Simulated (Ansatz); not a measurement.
Functionals compared on a constructed model of the (110) surface of bcc Mo, a pseudomorphic layer of Sc in the host's stacking (bottom of the slab: a bare face, its two planes held), in Ansatz (plane waves, PAW). The structure was relaxed with PBE; the other rows are single points on it. Cutoff 420 eV (500 eV for r2SCAN).

Set-up: 7 atoms, 14.1 Å thick at the start with caps and adatoms; mesh 14x14x1; 0.1 eV smearing; dipole correction on; 2 atoms held, the rest relaxed; held to the start's symmetry, so lower structures may exist; no spin, no spin-orbit, no U. It is one candidate, not shown to be the stable structure of the face. These notes are the PBE run's.

```
functional  work function of the top face (eV)          rough cost of the single point
----------  ----------------------------------  --------------------------------------
PBE                                       4.13                                       –
RPBE                                      4.03  about 30 core-seconds (a rough figure)
r2SCAN                                       ?  about 70 core-seconds (a rough figure)
```

Question: Fill in the missing entries.

Answer: 
- r2SCAN, work function of the top face (eV): 4.29

Ansatz is a quantum-chemistry and plane-wave program.
